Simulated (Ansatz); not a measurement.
**Effect of isotropic strain +1.20 % on KMgF3**

Consider KMgF3 in the cubic perovskite structure (space group Pm-3m, No. 221; a = 3.991 Å).

It is then changed as follows: the cell is scaled by 1.0120 in all directions, atoms relaxed at fixed cell.

All numbers come from PBEsol (Ansatz, an electronic-structure program; PAW; 420 eV plane waves; spin-orbit coupling left out). k-mesh 8×8×8 (Γ-centred); smearing 0.05 eV (Fermi–Dirac).

```tsv
quantity	base	changed	shift
shortest interatomic distance	199.6 pm	202.0 pm	+2.4 pm
energy relative to the base (free energy F)	0 meV/atom	+3.6 meV/atom	+3.6 meV/atom
pressure	0.01 GPa	-2.38 GPa	-2.39 GPa
band gap	7.12 eV	6.86 eV	-0.26 eV
gap character	indirect, R → Γ	indirect, R → Γ	–
smallest direct gap	7.44 eV	7.18 eV	-0.26 eV
mean gap deformation potential ΔEg/Δln V	–	-7.1 eV	–
width of the top valence band	0.57 eV	0.54 eV	-0.03 eV
electron mass	0.51 mₑ (at Γ)	0.51 mₑ (at Γ)	–
```

Final structure:

```xyz
5
Lattice="4.0392 0.0000 0.0000 0.0000 4.0392 0.0000 0.0000 0.0000 4.0392" Properties=species:S:1:pos:R:3 pbc="T T T"
K      0.0000     0.0000     0.0000
Mg     2.0196     2.0196     2.0196
F      2.0196     0.0000     2.0196
F      0.0000     2.0196     2.0196
F      2.0196     2.0196     0.0000
```

Masses are band curvatures over ±0.01 Å⁻¹ around the edge. Semilocal Kohn–Sham gaps tend to fall short of experiment. No phonon test of stability was made.
